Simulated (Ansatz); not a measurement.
## Several settings converged on HgPt3 (Cmm2, 4 atoms in the cell)

```
HgPt3
1.0
    2.90564    -3.96068     0.00000
    2.90564     3.96068     0.00000
    0.00000     0.00000     2.89696
Hg Pt
1 3
Direct
  0.00000   0.00000   0.01726
  0.50000   0.50000   0.00000
  0.00000   0.50000   0.50000
  0.50000   0.00000   0.50000
```

Base method: PBEsol, default PAW files made with PBE (plane waves; Ansatz, an electronic-structure program).

Base settings: basis.ecutwfc = 420 eV; kpoints.mp_grid.grid = 7 7 11; hamiltonian.xc = pbesol; hamiltonian.pseudopotentials = {kind: paw} (the program's default PAW files); scf.occupations.method = fermi_dirac; scf.occupations.width = 0.1 eV.

The count of work is k-points × plane waves × bands × iterations; it is no time. Core times come from one kind of shared machine, to one figure; runs under 30 s give none.

**Shifted k-point meshes**

In this ladder: kpoints.mp_grid.shift = 0.5 0.5 0.5.

Only quantities that move along the ladder and can be compared are tabulated.

| kpoints.mp_grid.grid | free energy less the last step's (meV/atom) | pressure (GPa) | largest difference of a force vector from the last step's (eV/Å) | count of work / last |
|---|---|---|---|---|
| 1 1 2 | 584.38 | 1.48 | 0.125 | 0.0012 |
| 2 2 3 | 30.57 | -7.11 | 0.008 | 0.0047 |
| 3 3 5 | -4.29 | -8.26 | 0.002 | 0.011 |
| 4 4 6 | 7.13 | -8.14 | 0.005 | 0.016 |
| 5 5 7 | -8.82 | -8.49 | 0.002 | 0.032 |
| 6 6 9 | 0.73 | -8.27 | 0.001 | 0.053 |
| 7 7 11 | 0.17 | -8.25 | 0.001 | 0.085 |
| 17 17 27 | 0.00 | -8.28 | 0.000 | 1.0 |

Coarsest kpoints.mp_grid.grid that holds the forces within 0.01 eV/Å of the last step, with all finer ones: 2 2 3, at 0.0047 of the last step's count of work; the step before is off by 0.13 eV/Å.

Coarsest kpoints.mp_grid.grid that holds the pressure within 0.5 GPa of the last step, with all finer ones: 3 3 5, at 0.011 of the last step's count of work; the step before is off by 1.2 GPa.

Coarsest kpoints.mp_grid.grid that holds the free energy within 1 meV/atom of the last step, with all finer ones: 6 6 9, at 0.053 of the last step's count of work; the step before is off by 8.8 meV/atom.

**The width of Fermi-Dirac smearing**

In this ladder: kpoints.mp_grid.grid = 12 12 18.

Narrow widths need finer meshes than wide ones, so the last steps can hold mesh noise.

Only quantities that move along the ladder and can be compared are tabulated; pressure and forces are left out, as mesh noise rules them at narrow widths.

```tsv
scf.occupations.width	free energy less the last step's (meV/atom)	energy extrapolated to zero width less the last step's (meV/atom)	core time / last (rough)
1 eV	-1164.33	-55.21	1
0.5 eV	-298.41	-12.16	1
0.3 eV	-103.13	-4.95	1
0.2 eV	-39.95	-2.39	1
0.1 eV	0.00	0.00	1
```

Widest scf.occupations.width that holds the free energy within 5 meV/atom: not settled: the last two steps still differ by 40 meV/atom, over half the tolerance, so the ladder does not show it.

Widest scf.occupations.width that holds the energy extrapolated to zero width within 2 meV/atom: not settled: the last two steps still differ by 2.4 meV/atom, over half the tolerance, so the ladder does not show it.

The extrapolation to zero width removes most of the smearing's effect on the energy.

**The mesh under tetrahedron occupations**

In this ladder: scf.occupations.method = tetrahedron; scf.occupations.width = default.

Only quantities that move along the ladder and can be compared are tabulated.

| kpoints.mp_grid.grid | free energy less the last step's (meV/atom) | pressure (GPa) | count of work / last |
|---|---|---|---|
| 3 3 5 | -13.27 | -8.65 | 0.012 |
| 4 4 6 | -25.70 | -8.75 | 0.028 |
| 5 5 7 | 5.12 | -8.42 | 0.036 |
| 6 6 9 | -1.17 | -8.46 | 0.064 |
| 7 7 11 | -0.65 | -8.44 | 0.094 |
| 11 11 17 | 0.04 | -8.48 | 0.32 |
| 16 16 26 | 0.00 | -8.48 | 1.0 |

Coarsest kpoints.mp_grid.grid that holds the pressure within 0.1 GPa of the last step, with all finer ones: 5 5 7, at 0.036 of the last step's count of work; the step before is off by 0.27 GPa.

Coarsest kpoints.mp_grid.grid that holds the free energy within 0.5 meV/atom of the last step, with all finer ones: 11 11 17, at 0.32 of the last step's count of work; the step before is off by 0.65 meV/atom.

On the base run: the starting cell comes from a database of computed structures (which also holds hypothetical and non-ambient phases and stackings), without a prior relaxation at this level. Its lattice was rescaled by up to half a per cent. One atom was moved a little off its site on purpose. Spin polarisation is off. In the base run, with a pressure of about -8 GPa the cell is away from its equilibrium volume at this level. Ansatz's pressure includes its estimate of the finite-basis (Pulay) stress.

Left out of this page: 2 runs of the series outside the window shown, repeating another row's setting, or not comparable.

Keys are those of Ansatz 0.2.
